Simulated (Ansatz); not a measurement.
ZrTeSe (P4/nmm, No. 129, 6 atoms in the cell; start mp-1120787) was calculated with PBEsol (plane waves, PAW; Ansatz, a quantum-chemistry and plane-wave program).

Numerical settings: plane-wave cutoff 520 eV, 8×8×6 k mesh (along the axes of the cell as run), Fermi–Dirac smearing 0.01 eV, scalar-relativistic PAW data made under PBE.

Cell (relaxed at this level):

```
ZrSeTe
1.0
    4.31928     0.00000     0.00000
    0.00000     4.31928     0.00000
    0.00000     0.00000     7.52611
Zr Te Se
2 2 2
Direct
  0.50000   0.00000   0.26988
  0.00000   0.50000   0.73012
  0.50000   0.50000   0.00000
  0.00000   0.00000   0.00000
  0.50000   0.00000   0.63047
  0.00000   0.50000   0.36953
```

### Question
Estimate the bulk modulus that the calculation returns.

### Answer

- bulk modulus: 63.5 GPa

The run finds no gap.

Note: the bulk modulus is −V dP/dV from two relaxed cells at ±2 % in volume; the relaxation could not lower the start's symmetry, so the cell can be a saddle point above a distorted one.

Spin–orbit coupling is not included; it can open a gap where bands touch, and shift volumes and moduli.

A start named mp-… is a Materials Project structure, which need not be a measured phase.
